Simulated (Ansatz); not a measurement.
Worked calculations on one periodic cell of amorphous Al28O44Ti: Al28O44Ti, 73 atoms, volume 807.0 Å³, made by a melt-quench on the CHGNet potential and relaxed with DFT. O atoms were pushed apart under 1.9 Å during the dynamics, to hinder bonds among them. It is a model cell: composition and starting density were chosen by hand, and all elements were melted together. Cycles of charging were run to anneal it. All values below come from PBE, scalar-relativistic without spin-orbit coupling (plane waves to 420 eV, PAW; Ansatz, a quantum-chemistry and plane-wave program). Sampling: a 2×2×2 Γ-centred mesh; Fermi-Dirac width 0.02 eV; no spin polarisation. Its volume was relaxed, its shape was free, and it stands at a mean pressure of 0.1 GPa with stress components up to 0.1 GPa; the relaxation ran on the zone centre alone. Its density went from a set 3.12 to 3.10 g/cm³. The cell is small and was quenched far faster than a real film, so it is one sample of the glass.

Question: Count formal charges (Al +3, O -2, Ti +4). What does the count lead one to expect at the Fermi level, and what does the calculation give?

Answer: 28 × (+3) + 44 × (-2) + 1 × (+4) = 0. The charges balance, so the anion-derived valence states can be full and a gap can open. On this mesh the highest filled and lowest empty level lie 3.39 eV apart; localised defect or tail levels set that (at the zone centre the more localised edge state sits most on one O atom with neighbours Al 1.72 Å, Al 1.82 Å), and the nearest spread-out levels lie 4.1 eV apart.

Four energies for an added electron at PBE on the zone centre alone (charged cells in a uniform background, spin-polarised): neutral at the neutral geometry -42615.632 eV; charged at the neutral geometry -42606.800 eV; charged and relaxed -42606.820 eV; neutral at the charged geometry -42615.608 eV.

Question: Find the two relaxation energies and their sum, the reorganisation energy.

Answer: On charging: -42606.800 − (-42606.820) = 0.020 eV. On discharging: -42615.608 − (-42615.632) = 0.024 eV. The sum is 0.044 eV. The carrier's level spreads over 49 of the 73 atoms' worth, more than a fifth of the atoms or a third of the atoms of its main element (six at least), and the sum is small, so it counts as a band carrier, whose relaxation energy shrinks as the cell grows. PBE's self-interaction favours spread-out carriers, so a hybrid can localise more.

Four energies for a hole at PBE on the zone centre alone (charged cells in a uniform background, spin-polarised): neutral at the neutral geometry -42615.632 eV; charged at the neutral geometry -42620.759 eV; charged and relaxed -42621.173 eV; neutral at the charged geometry -42614.907 eV.

Question: Find the two relaxation energies and their sum, the reorganisation energy.

Answer: On charging: -42620.759 − (-42621.173) = 0.414 eV. On discharging: -42614.907 − (-42615.632) = 0.725 eV. The sum is 1.139 eV. The carrier's level spreads over 4 of the 73 atoms' worth, so it counts as localised, most on one O atom with neighbours Al 1.72 Å, Al 1.82 Å (neutral geometry). The values are uncorrected: the image energy of a point charge in this cell, 2.84 × 14.40 / (2 × 9.3) = 2.2 eV before screening, is screened by electrons alone at the fixed geometry and by ions too after relaxing, and the carrier can be spread before it relaxes, so each term can be off by up to that value times 1/ε∞, some tenths of an eV. PBE's self-interaction favours spread-out carriers, so a hybrid can localise more.
